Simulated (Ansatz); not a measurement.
The parent structure is WSe2 (space group Fm-3m, No. 225; a = 6.261 Å; ferromagnetic; a hypothetical phase, not in the database extracts checked; relaxed with 0.1 eV smearing). Axes: x, y, z lie along the cube axes.

The values are results of Ansatz (a quantum-chemistry and plane-wave program), r2SCAN, PAW, cutoff 500 eV, scalar-relativistic without spin-orbit coupling, not measurements.

A first run, uniaxial strain ε_yy = +1.04 %, gives secant values C11 ≈ 230 GPa and C12 ≈ 55 GPa from its stress. A second run applies isotropic strain +2.65 %.

Task: What does linear elasticity predict for the bulk modulus −ΔP/(ΔV/V₀) in the second run, and what does the run give?

Result: Linear elasticity: (C11 + 2 C12)/3 = 110 GPa. The run gives 93 GPa; any difference comes from nonlinear terms at these strains and numerical noise.

The magnetic state is the one reached from the starting moments; the real material's order can differ, and small cells can't hold many antiferromagnetic ones. Stability against distortions was not tested.
